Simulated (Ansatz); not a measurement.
Start from As in the A7 type structure (space group R-3m, No. 166; a = 3.7591 Å, c = 10.7349 Å (hexagonal axes); layered).

Structures relaxed with Ansatz (a first-principles code), r2SCAN+rVV10, PAW, cutoff 500 eV, no SOC, earlier PAW set.

Base:

Simulated powder pattern, Co Kα, λ = 1.79026 Å (kinematic, ideal powder, no thermal factors, no anomalous dispersion; the 8 strongest lines at most, above 2 %, up to 2θ = 90°):

```csv
2θ (°),I/Imax (%),hkl
28.97,14,(003)
37.52,100,(012)
51.22,31,(104)
56.88,33,(110)
59.92,13,(015)
70.15,17,(202)
80.06,8.7,(024)
80.36,9.7,(107)
```

Now apply this change: Ge takes the place of As on all its sites, then cell and atoms are relaxed.

**Question.** Predict the new powder pattern.

**Answer.** 
Simulated powder pattern, Co Kα, λ = 1.79026 Å (kinematic, ideal powder, no thermal factors, no anomalous dispersion; the 8 strongest lines at most, above 2 %, up to 2θ = 90°):

| 2θ (°) | d (Å) | I/Imax (%) | hkl |
|---|---|---|---|
| 39.16 | 2.671 | 100 | (100) |
| 56.59 | 1.889 | 70 | (110) |
| 70.97 | 1.542 | 24 | (111) |
| 84.18 | 1.335 | 12 | (200) |

The indices refer to each structure's own conventional cell; one index is shown for lines that coincide. The space group is now Pm-3m (No. 221).

No phonon test of stability was made. As relaxed here, Ge is a hypothetical phase, not in the database extracts checked.
